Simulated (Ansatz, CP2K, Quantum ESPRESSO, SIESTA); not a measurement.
**Code comparison for TiP (P1, 4 atoms in the cell)**

Self-consistent single point, at a second geometry (atoms moved at random). First geometry:

```
TiP
1.0
    4.23391     0.00000     0.00000
   -2.11695     3.66667     0.00000
    0.00000     0.00000     4.87092
Ti P
2 2
Direct
  0.66667   0.33333   0.75000
  0.33333   0.66667   0.25000
  0.33333   0.66667   0.75000
  0.66667   0.33333   0.25000
```

Second geometry:
```
CELL_PARAMETERS angstrom
      4.23391     0.00000     0.00000
     -2.11695     3.66667     0.00000
      0.00000     0.00000     4.87092
ATOMIC_POSITIONS crystal
  Ti 0.65834 0.32567 0.74983
  Ti 0.33172 0.66213 0.24263
  P  0.33708 0.66622 0.74380
  P  0.67286 0.34597 0.26374
```

Shared settings, as Ansatz (an electronic-structure program) writes them: kpoints.mp_grid.grid = 9 9 7; scf.occupations.method = fermi_dirac; scf.occupations.width = 0.1 eV. Potentials and cutoffs stand in the table.

```
code                                                                                                                                      model  ΔF from the first geometry (meV/atom)  pressure (GPa)  largest force (eV/Å)       cutoff
----------------  -----------------------------------------------------------------------------------------------------------------------------  -------------------------------------  --------------  --------------------  -----------
SIESTA            GGA PBEsol, numerical atomic orbitals TZP, PseudoDojo PBEsol standard norm-conserving potentials (rewritten from UPF to PSML)                                   17.5           -4.49                 1.219  grid 400 Ry
Quantum ESPRESSO                                                                           PBEsol, GBRV 1.5 ultrasoft (PBESOL) pseudopotentials                                   17.8           -3.17                 1.253        50 Ry
Ansatz                                                                                                          PBEsol, PAW files made with PBE                                   17.8           -3.17                 1.253       420 eV
CP2K                                                                 PBEsol, GPW, DZVP-MOLOPT-SR-GTH basis, GTH-PBE potentials (GTH_POTENTIALS)                                   18.5           -2.34                 1.294  grid 600 Ry
```

Size of the force on each atom (eV/Å): Sizes of forces hide their directions.

| code | Ti1 | Ti2 | P3 | P4 |
|---|---|---|---|---|
| SIESTA | 0.769 | 0.485 | 0.360 | 1.219 |
| Quantum ESPRESSO | 0.819 | 0.498 | 0.360 | 1.253 |
| Ansatz | 0.819 | 0.499 | 0.360 | 1.253 |
| CP2K | 0.840 | 0.514 | 0.380 | 1.294 |

On Ansatz's run: spin polarisation is off, so a magnetic state, if there is one, cannot be reached.

The spread over the programs that give each value: ΔF from the first geometry within 1.0 meV/atom; pressure within 2.15 GPa; largest force within 0.075 eV/Å.

SIESTA and CP2K use small atom-centred bases, whose incompleteness enters pressures, forces and empty levels differently from a plane-wave cutoff. Ansatz's pressure is given at a fixed set of plane waves, as the other plane-wave codes print theirs. In the pressure, SIESTA (by 1.32) lies more than 1 GPa from the median of the plane-wave programs.

The starting cell comes from a database of computed structures (which also holds hypothetical and non-ambient phases and stackings), without a prior relaxation at this level. For this run, on top of that: atoms moved at random.

Keys are those of Ansatz 0.2.
